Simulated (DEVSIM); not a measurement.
System: Schottky contact on n-type Si, at 300 K.

Layer 1 from the left is Si, thickness (μm) 7.40, Nd (cm⁻³) 2.4e17, τn (s) 0.00061, τp (s) 0.00061. Layer 2 from the left is Si, thickness (μm) 30.0, Nd (cm⁻³) 1.2e18, τn (s) 0.00061, τp (s) 0.00061.

Left contact: Schottky, work function 4.58 eV, emission velocity 7.5e6 cm/s. Right contact: ohmic. Voltage is applied to the left contact. Recombination: SRH at mid-gap, radiative. Mobility is μmin + (μ − μmin)/(1 + (N/Nref)^α).

The device is made up for the run: typed textbook-type constants, with dimensions and the other settings drawn at random. Values at 300 K.

Si: gap (eV) 1.124, affinity (eV) 4.05, permittivity 11.7, Nc (cm⁻³) 2.86e19, Nv (cm⁻³) 3.1e19, μn (cm²/Vs) 1417, μp (cm²/Vs) 470, μn,min 52, μp,min 45, Nref,n 9.7e16, Nref,p 2.2e17, αn 0.68, αp 0.72, B (cm³/s) 4.7e-15.

Simulated with DEVSIM: 1D drift-diffusion, Boltzmann statistics, complete ionisation; no tunnelling, impact ionisation, image-force lowering or self-heating. Metal contacts follow the ideal Schottky-Mott rule: no Fermi-level pinning, no interface dipoles.

Question: What does the simulation give for the potential step across the device at zero bias, the dark forward voltage at 100 A/cm², the dark forward voltage at 1 A/cm²?

Answer: potential step across the device at zero bias 0.448 V; dark forward voltage at 100 A/cm² 0.215 V; dark forward voltage at 1 A/cm² 0.086 V.
